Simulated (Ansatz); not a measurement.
**A constructed model of the (100) surface of rock-salt TaC, top plane replaced by VO (bottom of the slab: a bare face, its two planes held)**

Computed with PBE (plane waves to 420 eV, PAW; Ansatz, a program for electronic structure).

Model: 12-atom slab, 11.0 Å thick at the start, 12x12x1 mesh, Fermi-Dirac 0.1 eV, dipole correction, 4 atoms held, the rest relaxed; held to the start's symmetry, so lower structures may exist; spin-polarised, ending with about 1.8 μB a cell; orders that need a larger cell were not tried, no spin-orbit, no U. It is one candidate, not shown to be the stable structure of the face.

- work function of the top face: 2.71 eV
- energy released by relaxation: 0.19 eV
- magnetic moment of the cell: 1.81 μB
- cost: roughly 8 core-minutes
